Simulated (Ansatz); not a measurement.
L1₂ (Cu3Au-type) Cu3Au: PBE at its full settings (plane-wave cutoff 520 eV, 14×14×14 k mesh, Fermi–Dirac smearing 0.05 eV, no spin polarisation, scalar-relativistic PAW data made under PBE) and at cheaper ones, in a cell of 4 atoms with Γ-centred meshes.

```tsv
level and setting	lattice constant a (Å)	bulk modulus (GPa)
PBE (Ansatz)	3.780	142
PBE (Γ point alone) (Ansatz)	4.130	79.9
PBE (2×2×2 k mesh) (Ansatz)	3.769	152
PBE (4×4×4 k mesh) (Ansatz)	3.777	145
PBE (6×6×6 k mesh) (Ansatz)	3.780	143
PBE (Fermi-Dirac smearing of 0.3 eV) (Ansatz)	3.785	139
```

Largest shifts from the full settings: lattice constant a +9.26 % (PBE (Γ point alone)), against a difference of +0.80 % of the full result from the reference 3.75 Å (measured, temperature not stated, not corrected to a static lattice; as tabulated in Nepal et al. (2019), arXiv:1905.09348); bulk modulus -44 % (PBE (Γ point alone)).

Ansatz's density-functional and Hartree–Fock values are scalar-relativistic unless marked +SOC, with PAW data made under PBE.

Run with cheap settings on purpose, which may leave them unconverged: PBE (2×2×2 k mesh), PBE (4×4×4 k mesh), PBE (6×6×6 k mesh), PBE (Fermi-Dirac smearing of 0.3 eV), PBE (Γ point alone).

Ansatz is an electronic-structure program.
